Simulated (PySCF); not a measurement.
PySCF 2.14.0, PBE/def2-svp, df: Pd(H)2(dadMe) (C[N]1=CC=[N](C)->[PdH2]<-1), 17 atoms. The geometry is a generated start, not checked to be a minimum at this level.

```json
{
  "task": "energy",
  "method": "pbe",
  "basis": "def2-svp",
  "two_electron_scheme": "density fitting",
  "mol.max_memory": "16000 MB",
  "mf.max_cycle": "100",
  "mf.conv_tol": "1e-09 (default)",
  "mf.grids.level": "3 (default)",
  "effective_core_potentials": "those of the basis set, past Kr",
  "basis_functions": "165",
  "grid_points": "204536"
}
```

Hardware: Arm Neoverse V2, 96 cores on 1 socket, no SMT, 1 L3 cache group.

Times are wall-clock medians of two to five runs, from launch to exit, with nothing else on the machine. Unless noted, each process is bound to its own block of adjacent cores. Build: PyPI wheel: OpenMP (GNU), a bundled serial OpenBLAS 0.3.3 under its C layer, NumPy's threaded OpenBLAS held to generic ARMv8 kernels, libcint, Libxc. Other compilers and libraries give other times. Scratch files lie in a memory file system.

All on 16 threads, 1 BLAS thread. Base settings, kept where nothing else is said: mf.init_guess = minao (default), mf.DIIS = CDIIS (default), mf.diis_space = 8 (default), mf.level_shift = 0 (default), mf.damp = 0 (default), mf.diis_start_cycle = 1 (default). The settings tried:
- mf.level_shift = 0.5 Hartree
- mf.DIIS = ADIIS
- mf.diis_space = 4
- mf.diis_space = 16
- mf.DIIS = EDIIS
- mf.init_guess = 1e
- the base settings
- mf.init_guess = atom
- mf.init_guess = huckel
- mf.damp = 0.5, mf.diis_start_cycle = 5
- mf.level_shift = 0.2 Hartree

Problem. Name the extremes: fewest Fock builds (products with the orbital Hessian counted alike), shortest time, and any that don't converge.

Solution. Fewest Fock builds (products with the orbital Hessian counted alike), with those close behind: mf.init_guess = atom (17); mf.diis_space = 16 (17); the base settings (18). Shortest time: mf.diis_space = 16, 5.0 s; level within 8 % or the scatter of repeats: mf.init_guess = atom; the base settings. No convergence: mf.DIIS = EDIIS (without SCF convergence in 100 cycles).

```
setting                                 Fock builds (products with the orbital Hessian counted alike)  SCF cycles      wall time
--------------------------------------  -------------------------------------------------------------  ----------  -------------
mf.diis_space = 16                                                                                 17          15          5.0 s
mf.init_guess = atom                                                                               17          15          5.0 s
the base settings                                                                                  18          16          5.3 s
mf.level_shift = 0.2 Hartree                                                                       21          19          6.0 s
mf.init_guess = 1e                                                                                 22          20          6.4 s
mf.diis_space = 4                                                                                  25          23          7.0 s
mf.damp = 0.5, mf.diis_start_cycle = 5                                                             27          25          7.5 s
mf.init_guess = huckel                                                                             30          28          8.3 s
mf.DIIS = ADIIS                                                                                    39          37           12 s
mf.level_shift = 0.5 Hartree                                                                       66          64           17 s
mf.DIIS = EDIIS                                                                                   101         100  not converged
```

6 planned settings were not run, for want of time.
